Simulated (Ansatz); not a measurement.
Reference: ZnS (F-43m), r2SCAN with spin-orbit coupling, rigid bands (plane waves, PAW; Ansatz, a quantum-chemistry and plane-wave program); axes and stresses refer to this cell.

```
ZnS
1.0
    0.00000     2.67826     2.67826
    2.67826     0.00000     2.67826
    2.67826     2.67826     0.00000
Zn S
1 1
Direct
  0.00000   0.00000   0.00000
  0.25000   0.25000   0.25000
```

The band gap comes out as 2.77 eV. The hole conductivity mass is 0.85 mₑ and the Seebeck coefficient, n-type 1e19 cm⁻³ is -117 μV/K.

### Question
Change: uniaxial stress along [111] of 3 GPa (compression positive). What happens to band gap, hole conductivity mass, Seebeck coefficient, n-type 1e19 cm⁻³?

### Answer
band gap moves little, to 2.71 eV; hole conductivity mass falls to 0.58 mₑ; Seebeck coefficient, n-type 1e19 cm⁻³ moves little, to -118 μV/K.

Masses are for dilute carriers at 300 K, harmonic means over directions unless an axis is named. Seebeck coefficients are for the stated density at 300 K, with one relaxation time for all states and whether or not that doping can be reached. Stresses and pressures are the targets of the relaxation.  The structure type is held under load, also where the real crystal would transform.
